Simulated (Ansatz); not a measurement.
## HfPbO3 (Pm-3m, No. 221, 5 atoms in the cell; start mp-22535)

Level of theory: r²SCAN+SOC (Ansatz, an electronic-structure program, plane waves, PAW).

Settings: plane-wave cutoff 560 eV, 8×8×8 k mesh, Fermi–Dirac smearing 0.01 eV, PAW data made under PBE.

Cell (relaxed with PBEsol):

```cif
data_HfO3Pb
_chemical_formula_sum 'Hf1 Pb1 O3'
_space_group_name_H-M_alt 'Pm-3m'
_space_group_IT_number 221
_space_group_name_Hall '-P 4 2 3'
_cell_length_a 4.11898
_cell_length_b 4.11898
_cell_length_c 4.11898
_cell_angle_alpha 90.000
_cell_angle_beta 90.000
_cell_angle_gamma 90.000
loop_
_atom_site_label
_atom_site_type_symbol
_atom_site_symmetry_multiplicity
_atom_site_Wyckoff_symbol
_atom_site_fract_x
_atom_site_fract_y
_atom_site_fract_z
_atom_site_occupancy
Hf1 Hf 1 b 0.50000 0.50000 0.50000 1
Pb1 Pb 1 a 0.00000 0.00000 0.00000 1
O1 O 3 c 0.00000 0.50000 0.50000 1
```

For HfPbO3 (Pm-3m, No. 221, 5 atoms in the cell; start mp-22535), the band gap is 2.52 eV (direct) and the direct gap at Γ comes out as 5.02 eV.

Note: cell and atoms aren't relaxed at this level (pressure 1.5 GPa).

The computed numbers hold no vibrational or temperature effects.

A start named mp-… is a Materials Project structure, which need not be a measured phase.
